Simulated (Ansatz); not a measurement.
**What pressure −1 GPa does to ZnO**

Consider ZnO in the wurtzite structure (space group P6_3mc, No. 186; a = 3.280 Å, c = 5.293 Å).

Now apply this change: hydrostatic tension (pressure −1 GPa).

Calculations: Kohn–Sham DFT with the PBE functional, run in Ansatz (a first-principles code) with PAW and 420 eV plane waves, spin-orbit coupling left out. Γ-centred 12×12×6 mesh, Fermi–Dirac width 0.05 eV.

* **Volume per atom**: 12.42 Å³ (base 12.33 Å³)
* **Density**: 5.44 g/cm³ (base 5.48 g/cm³)
* **Lattice parameter a**: 3.288 Å (base 3.280 Å)
* **Enthalpy H = E + PV relative to the base's energy**: -0.08 eV/atom
* **Band gap**: 0.73 eV (base 0.74 eV)
* **Gap character**: direct at Γ (base direct at Γ)
* **Width of the top valence band**: 1.69 eV (base 1.71 eV)
* **Electron mass**: 0.13 mₑ (at Γ) (base 0.14 mₑ (at Γ))
* **Valence-band top at Γ (three highest levels, from the VBM)**: 0.00, 0.00, -0.08 eV (base 0.00, 0.00, -0.08 eV)

Final structure:

```yaml
crystal:
  lattice:
    - [3.28811, 0.00000, 0.00000]
    - [-1.64405, 2.84758, 0.00000]
    - [0.00000, 0.00000, 5.30760]
  atoms:
    - { symbol: Zn, position: [0.66667, 0.33333, 0.00218] }
    - { symbol: Zn, position: [0.33333, 0.66667, 0.50218] }
    - { symbol: O, position: [0.66667, 0.33333, 0.62302] }
    - { symbol: O, position: [0.33333, 0.66667, 0.12302] }
```

Cost of the whole job for the changed cell (relaxation, final SCF and bands): roughly 60 core-seconds.

Load acts through the strain it causes; cell and atoms are relaxed under it. Masses are band curvatures over ±0.01 Å⁻¹ around the edge. Whether these cells are dynamically stable was not tested.
